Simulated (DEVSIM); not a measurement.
System: GaAs p-i-n diode, at 300 K.

Layer 1 from the left is GaAs, thickness (μm) 1.20, Na (cm⁻³) 6.6e15, τn (s) 9.5e-9, τp (s) 9.5e-9. Layer 2 from the left is GaAs, thickness (μm) 0.750, Nd (cm⁻³) 5.9e13, τn (s) 9.5e-9, τp (s) 9.5e-9. Layer 3 from the left is GaAs, thickness (μm) 0.330, Nd (cm⁻³) 1.8e17, τn (s) 9.5e-9, τp (s) 9.5e-9.

Left contact: ohmic. Right contact: ohmic. Voltage is applied to the left contact. Recombination: SRH at mid-gap, Auger. Mobility is μmin + (μ − μmin)/(1 + (N/Nref)^α).

The device is made up for the run: typed textbook-type constants, with dimensions and the other settings drawn at random. Values at 300 K.

GaAs: gap (eV) 1.424, affinity (eV) 4.07, permittivity 12.9, Nc (cm⁻³) 4.7e17, Nv (cm⁻³) 9e18, μn (cm²/Vs) 8500, μp (cm²/Vs) 400, μn,min 500, μp,min 20, Nref,n 6e16, Nref,p 1.5e17, αn 0.39, αp 0.38, Cn (cm⁶/s) 1e-30, Cp (cm⁶/s) 1e-30.

DEVSIM, 1D drift-diffusion, Boltzmann statistics, complete ionisation; no tunnelling, impact ionisation, image-force lowering or self-heating.

### Question
What does the simulation give for the potential step across the device at zero bias, the dark forward voltage at 100 A/cm², the dark forward voltage at 1 A/cm²?

### Answer
potential step across the device at zero bias 1.213 V; dark forward voltage at 100 A/cm² 1.063 V; dark forward voltage at 1 A/cm² 0.938 V.
